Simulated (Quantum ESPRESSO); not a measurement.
Troubleshooting Quantum ESPRESSO: a failed run on Cd₃B₂O₆ (P-1, 22 atoms in the cell). The aim is a self-consistent single point with DFT, PBEsol, plane waves, GBRV 1.5 ultrasoft (PBESOL) pseudopotentials.

Cell that was meant: a = 6.1437 Å, b = 6.1845 Å, c = 7.4701 Å, α = 76.47°, β = 80.72°, γ = 82.40°.

Part of the input:

```fortran
   ecutwfc = 40
   ecutrho = 200
   occupations = 'smearing'
   smearing = 'fermi'
   degauss = 0.0036749
/
&ELECTRONS
```

The program printed (abridged):

```
 %%%%%%%%%%%%%%%%%%%%%%%%%%%%%%%%%%%%%%%%%%%%%%%%%%%%%%%%%%%%%%%%%%%%%%%%%%%%%%
     Error in routine  set_occupations (1):
      smearing fermi unknown
 %%%%%%%%%%%%%%%%%%%%%%%%%%%%%%%%%%%%%%%%%%%%%%%%%%%%%%%%%%%%%%%%%%%%%%%%%%%%%%

     stopping ...
```

Q: From the messages shown, name the fault and mend the input.

A: The fault is a value that the program does not know. The key takes a closed list of words, and names differ between codes. To fix it, use one of the words that the key accepts. The program stopped before any SCF iteration.

The sound input it was made from differs as follows (other fixes are possible):
```diff
-   smearing = 'fermi'
+   smearing = 'fermi-dirac'
```

With that input, the run converged in 13 iterations: free energy E − TS -14967.7289 eV; top of the valence band (on the code's own zero) 6.50 eV; gap on the k-point mesh 1.63 eV; pressure -0.68 GPa; largest force (vector length) 0.300 eV/Å (DFT, PBEsol, plane waves, GBRV 1.5 ultrasoft (PBESOL) pseudopotentials).

On the sound input: the starting cell comes from a database of computed structures (which also holds hypothetical and non-ambient phases and stackings), without a prior relaxation at this level.
